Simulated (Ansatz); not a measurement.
LaN (model structure, started from the zincblende type, F-43m, No. 216, 2 atoms in the cell)

The numbers are results of r²SCAN+rVV10 in Ansatz (plane waves, PAW), not measurements.

Run with plane-wave cutoff 560 eV, 10×10×10 k mesh, Fermi–Dirac smearing 0.01 eV, scalar-relativistic PAW data made under PBE.

Cell (relaxed at this level):

```
LaN
1.0
    0.00000     2.79323     2.79323
    2.79323     0.00000     2.79323
    2.79323     2.79323     0.00000
N La
1 1
Direct
  0.75000   0.75000   0.75000
  0.00000   0.00000   0.00000
```

```json
{
 "band_gap": "1.45 eV",
 "smallest_direct_gap_on_the_k_points_sampled": "2.47 eV",
 "Γ–Γ gap": "3.52 eV"
}
```

Note: the relaxation could raise the start's symmetry but not lower it, so the cell can be a saddle point.

Spin–orbit coupling is not included.

Computed values are for the static lattice.

A model structure was made by putting elements into a prototype or built by hand; it is no filed structure, need not be a known phase, and can be a saddle point held by its symmetry.

Ansatz is a quantum-chemistry and plane-wave program.
